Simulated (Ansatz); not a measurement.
Defect: interstitial Si in wurtzite AlN, charge state +2. The step: a concerted move, in which Si travels most; the atom moves 2.50 Å along (0.00, 0.01, 0.50) of the unit cell; the moving atom starts with neighbours 3 N at 1.81 Å and ends with 2 N at 1.81, N at 1.82 Å. DFT values are from Ansatz (plane-wave PAW, 420 eV unless said) in a cell of 72 host sites, spin-restricted, static, with no finite-size correction. The charge state is imposed; whether it is stable for some Fermi level was not computed. Sites that were not tried may lie lower. For the PBE band: the saddle point's order was not checked.

```csv
Level,Forward barrier (eV),Cost of the band or of the saddle's single point
"CHGNet universal potential (has no charge state), its own band",1.20,-
"PBE, the Γ point alone, band relaxed",2.48,roughly 25 core-minutes
"PBE, a 2×2×2 k-point mesh shifted by half a step along c, same geometries",2.43,around 70 core-seconds (rough)
"r2SCAN at 500 eV, the Γ point alone, same geometries",(withheld),very roughly 50 core-seconds
```

Fill in the missing entries.


- r2SCAN at 500 eV, the Γ point alone, same geometries, Forward barrier (eV): 2.67

Ansatz is a first-principles code.
